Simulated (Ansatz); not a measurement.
We consider In2O3 (Pbcn, No. 60, 20 atoms in the cell; start mp-1105681; a measured phase of this formula has another space group), described by r²SCAN in Ansatz (plane waves, PAW).

Settings: plane-wave cutoff 560 eV, 4×6×6 k mesh (along the axes of the cell as run), Fermi–Dirac smearing 0.01 eV, scalar-relativistic PAW data made under PBE.

Cell (relaxed at this level):

```
CELL_PARAMETERS angstrom
      7.97424     0.00000     0.00000
      0.00000     5.51622     0.00000
      0.00000     0.00000     5.61106
ATOMIC_POSITIONS crystal
  In 0.11464 0.24752 0.52883
  In 0.88536 0.75248 0.47117
  In 0.38536 0.25248 0.02883
  In 0.61464 0.74752 0.97117
  In 0.61464 0.25248 0.47117
  In 0.38536 0.74752 0.52883
  In 0.88536 0.24752 0.97117
  In 0.11464 0.75248 0.02883
  O  0.84922 0.39035 0.60451
  O  0.15078 0.60965 0.39549
  O  0.65078 0.10965 0.10451
  O  0.34922 0.89035 0.89549
  O  0.34922 0.10965 0.39549
  O  0.65078 0.89035 0.60451
  O  0.15078 0.39035 0.89549
  O  0.84922 0.60965 0.10451
  O  0.00000 0.95728 0.75000
  O  0.00000 0.04272 0.25000
  O  0.50000 0.54272 0.25000
  O  0.50000 0.45728 0.75000
```

Q: Give the computed band gap.

A: 
- band gap: 1.58 eV (on the SCF k mesh)

Note: the relaxation could not lower the start's symmetry, so the cell can be a saddle point above a distorted one.

Spin–orbit coupling is not included.

A start named mp-… is a Materials Project structure, which need not be a measured phase.

Ansatz is a first-principles code.
